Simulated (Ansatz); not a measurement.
In a free triangular strip chain of Ta atoms, spin-degenerate bands cross the Fermi level 3 times between Γ and the zone edge.

Computed with PBE (plane waves to 420 eV, PAW; Ansatz, a first-principles code). Mesh 1×1×116. Collinear spin, started with parallel moments, which vanish. Periodic along z alone, with about 11 Å of vacuum beside it. A hypothetical model. Only distortions within the start's symmetry and period were free. Pairing along the axis, which can open a gap, is among the distortions not tried. Values not marked SOC lack spin–orbit coupling.

Q: What are the conductance and the two-terminal resistance of a perfect, endless piece?

A: Each crossing on the half of the zone with k > 0 has a partner at −k, so it gives one mode in each direction. Counting spin there are 6 modes, each carrying e²/h = 38.74 μS. G = 6 × 38.74 = 232.4 μS and R = 1/G = 4.30 kΩ, whatever the length. Scattering by phonons, roughness and contacts can only raise R.
